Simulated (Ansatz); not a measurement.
# BaZrO3, response to strain

The reference is BaZrO$_{3}$ in the cubic perovskite structure (space group Pm-3m, No. 221; a = 4.1806 Å). Axes: x, y, z lie along the cube axes.

Strains are applied to the cell and any free atomic positions relax; under biaxial strain the out-of-plane vector relaxes too.

Method: PBEsol (Ansatz, a first-principles code; PAW; 420 eV plane waves; spin-orbit coupling left out).

Notes on the quantities. in-plane stress: mean in-plane stress (compression positive).

| change | in-plane stress | ratio −ε⊥/ε∥ |
|---|---|---|
| biaxial strain +0.60 %, plane normal [001], relaxed out of plane | -2.1 GPa | – |
| biaxial strain +1.20 %, plane normal [001], relaxed out of plane | -4.1 GPa | 0.49 |
| biaxial strain +1.80 %, plane normal [001], relaxed out of plane | -5.9 GPa | 0.48 |
| biaxial strain +2.40 %, plane normal [001], relaxed out of plane | … | … |
| biaxial strain +3.00 %, plane normal [001], relaxed out of plane | -9.3 GPa | 0.46 |

**Question.** Fill in the withheld entries from the trend.

**Answer.** 
- biaxial strain +2.40 %, plane normal [001], relaxed out of plane, in-plane stress: -7.7 GPa
- biaxial strain +2.40 %, plane normal [001], relaxed out of plane, ratio −ε⊥/ε∥: 0.47

Whether these cells are dynamically stable was not tested.
